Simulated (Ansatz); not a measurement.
Consider the following.

End structure of a constructed model of the (110) surface of bcc W, a layer of Zn in place of the second plane (bottom of the slab: a bare face, its two planes held):

```
CELL_PARAMETERS angstrom
      2.75768     0.00000     0.00000
     -0.91923     2.59996     0.00000
      0.00000     0.00000    27.00000
ATOMIC_POSITIONS crystal
  W  0.50000 0.50000 0.30040
  W  0.00000 0.00000 0.38380
  W  0.50000 0.50000 0.46709
  W  0.00000 0.00000 0.54943
  Zn 0.50000 0.50000 0.63199
  W  0.00000 0.00000 0.71281
```

Model: 6-atom slab, 10.8 Å thick at the start with caps and adatoms (thin: gaps and levels are the slab's own), 14x14x1 mesh, Fermi-Dirac 0.1 eV, dipole correction, 2 atoms held, the rest relaxed; start symmetry kept, larger cells not searched; no spin, no spin-orbit, no U. It is one candidate, not shown to be the stable structure of the face.

Task: Estimate the work function of the top face that PBE (Ansatz, a quantum-chemistry and plane-wave program) returns for this input.

Result: 5.53 eV
